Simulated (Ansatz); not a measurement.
```xyz
36
Lattice="28.5000 0.0000 0.0000 0.0000 14.5000 0.0000 0.0000 0.0000 5.4897" Properties=species:S:1:pos:R:3 pbc="T T T"
S      5.4102     5.6949     3.6106
Mo     5.6723     7.2500     1.9542
S      5.4102     8.8051     3.6106
S      7.0952     5.6525     0.8883
Mo     6.9967     7.2500     4.6224
S      7.0952     8.8475     0.8883
S      8.6360     5.7182     3.6645
Mo     8.6705     7.2500     1.7976
S      8.6360     8.7818     3.6645
S     10.2728     5.6848     0.9141
Mo    10.2677     7.2500     4.5741
S     10.2728     8.8152     0.9141
S     11.8547     5.6822     3.6615
Mo    11.8605     7.2500     1.8327
S     11.8547     8.8178     3.6615
S     13.4552     5.6866     0.9159
Mo    13.4493     7.2500     4.5722
S     13.4552     8.8134     0.9159
S     15.0448     5.6866     3.6608
Mo    15.0507     7.2500     1.8273
S     15.0448     8.8134     3.6608
S     16.6453     5.6822     0.9166
Mo    16.6395     7.2500     4.5776
S     16.6453     8.8178     0.9166
S     18.2272     5.6848     3.6589
Mo    18.2323     7.2500     1.8292
S     18.2272     8.8152     3.6589
S     19.8640     5.7182     0.9197
Mo    19.8295     7.2500     4.5425
S     19.8640     8.7818     0.9197
S     21.4048     5.6525     3.6331
Mo    21.5033     7.2500     1.8775
S     21.4048     8.8475     3.6331
S     23.0898     5.6949     0.8657
Mo    22.8277     7.2500     4.6990
S     23.0898     8.8051     0.8657
```

All values below come from PBE (plane waves to 420 eV, PAW; Ansatz, a quantum-chemistry and plane-wave program). Mesh 1×1×6. No spin polarisation, so a magnetic state wasn't tested. One-dimensional cell, images about 11 Å apart. An idealised model, cut from the flat sheet. It keeps the symmetry and period of its start, so it need not be a minimum against all distortions. Values not marked SOC lack spin–orbit coupling.

Task: Tabulate the two highest filled and two lowest empty levels along the axis, from the valence top.

Result: 
```tsv
k (2π/c)	v2 (eV)	v1 (eV)	c1 (eV)	c2 (eV)
0.000	-0.05	0.00	0.55	0.55
0.042	-0.05	-0.01	0.56	0.56
0.083	-0.06	-0.02	0.57	0.57
0.125	-0.08	-0.05	0.57	0.57
0.167	-0.10	-0.08	0.57	0.57
0.208	-0.12	-0.11	0.57	0.57
0.250	-0.14	-0.14	0.57	0.58
0.292	-0.15	-0.15	0.58	0.58
0.333	-0.16	-0.16	0.58	0.59
0.375	-0.16	-0.16	0.59	0.60
0.417	-0.16	-0.16	0.60	0.60
0.458	-0.16	-0.16	0.60	0.60
0.500	-0.16	-0.16	0.60	0.60
```
